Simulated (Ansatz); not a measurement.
Consider Ca in the fcc (Cu type) structure (space group Fm-3m, No. 225; relaxed with 0.1 eV smearing).

```
Ca
1.0
    0.00000     2.72790     2.72790
    2.72790     0.00000     2.72790
    2.72790     2.72790     0.00000
Ca
1
Direct
  0.00000   0.00000   0.00000
```

All numbers come from Kohn–Sham DFT with the PBEsol functional, run in Ansatz (a first-principles code) with PAW and 420 eV plane waves, without spin-orbit coupling.

Base values:

The pressure is 0.0 GPa and the band gap is zero.

Perturbation: every lattice vector is stretched by 0.50 %, atoms relaxed at fixed cell.

Estimate the effect on the energy relative to the base, pressure and band gap.

The energy goes up by 0.5 meV/atom; the pressure goes from zero to -0.3 GPa; the band gap remains zero.

The cells carry an imposed strain or load. No phonon test of stability was made.
